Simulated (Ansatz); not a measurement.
Consider Ag in the fcc (Cu type) structure (space group Fm-3m, No. 225; relaxed with 0.1 eV smearing).

```yaml
crystal:
  lattice:
    - [0.00000, 2.02691, 2.02691]
    - [2.02691, 0.00000, 2.02691]
    - [2.02691, 2.02691, 0.00000]
  atoms:
    - { symbol: Ag, position: [0.00000, 0.00000, 0.00000] }
```

All numbers come from PBEsol (Ansatz, a program for electronic structure), no spin-orbit coupling.

Before the change:

```
Property   Result
--------  -------
Pressure  0.0 GPa
```

The change: the cell is scaled by 1.0124 in all directions; the atoms relax in the strained cell.

Q: Estimate the effect on the energy relative to the base.

A: The energy rises by 8.1 meV/atom.

Q: How does this affect the pressure?

A: The pressure goes from zero to -4.0 GPa.

No phonon test of stability was made.
